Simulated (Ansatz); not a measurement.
## In₂O₃ (model structure, started from the Al2S3 type, C2/c, No. 15, 10 atoms in the cell)

All values below come from PBEsol (plane waves, PAW; Ansatz, a first-principles code).

Run with plane-wave cutoff 520 eV, 6×6×8 k mesh (along the axes of the cell as run), Fermi–Dirac smearing 0.01 eV, scalar-relativistic PAW data made under PBE.

Cell (relaxed with PBEsol):

```
In2O3
1.0
    5.86138    -3.27109     0.05689
    5.86138     3.27109     0.05689
   -3.75694     0.00000     4.53640
In O
4 6
Direct
  0.95019   0.15725   0.40293
  0.15725   0.95019   0.90293
  0.62615   0.83320   0.44709
  0.83320   0.62615   0.94709
  0.09185   0.27113   0.86957
  0.27113   0.09185   0.36957
  0.85185   0.93154   0.92501
  0.93154   0.85185   0.42501
  0.51227   0.69155   0.98044
  0.69155   0.51227   0.48044
```

| Quantity | Result |
|---|---|
| band gap | 1.24 eV |
| smallest direct gap on the k points sampled | 1.29 eV |

Note: the relaxation could raise the start's symmetry but not lower it, so the cell can be a saddle point.

Spin–orbit coupling is not included.

Static lattice: no zero-point or thermal effects.

Computing time: about 2.8 core-minutes (a rough figure).

A model structure was made by putting elements into a prototype or built by hand; it is no filed structure, need not be a known phase, and can be a saddle point held by its symmetry.
